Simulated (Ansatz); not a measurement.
## 1T (CdI2-type) PtTe₂

Method: PBE (plane waves, PAW; Ansatz, a quantum-chemistry and plane-wave program).

Settings: plane-wave cutoff 520 eV, 18×18×12 k mesh (along the axes of the cell as run), Fermi–Dirac smearing 0.069 eV (set by the program), scalar-relativistic PAW data made under PBE.

Cell (measured lattice):

```cif
data_PtTe2
_chemical_formula_sum 'Te2 Pt1'
_space_group_name_H-M_alt 'P 1'
_space_group_IT_number 1
_cell_length_a 4.02590
_cell_length_b 4.02590
_cell_length_c 5.22090
_cell_angle_alpha 90.000
_cell_angle_beta 90.000
_cell_angle_gamma 120.000
loop_
_space_group_symop_operation_xyz
  'x, y, z'
loop_
_atom_site_label
_atom_site_type_symbol
_atom_site_fract_x
_atom_site_fract_y
_atom_site_fract_z
_atom_site_occupancy
Te1 Te 0.33333 0.66667 0.26425 1
Te2 Te 0.66667 0.33333 0.73575 1
Pt1 Pt 0.00000 0.00000 0.00000 1
```

For 1T (CdI2-type) PtTe₂, the elastic constant C11 comes out as 164 GPa, the elastic constant C12 is 60.0 GPa and the elastic constant C13 is 46.0 GPa. The elastic constant C33 comes out as 71.5 GPa, the elastic constant C44 is 40.3 GPa and the elastic constant C66 is 52.1 GPa. The voigt–Reuss–Hill bulk modulus is 71.3 GPa. The polycrystal shear modulus (Hill average) is 38.3 GPa. The Young modulus is 97.4 GPa and the Poisson ratio is 0.272.

Note: the cell isn't this level's own, so it is under some stress, which shifts stiffness and frequencies.

Elastic constants are with the ions relaxed.

Spin–orbit coupling is not included.

The computed numbers hold no vibrational or temperature effects.

Cost on a shared machine: about 90 core-minutes (a rough figure).
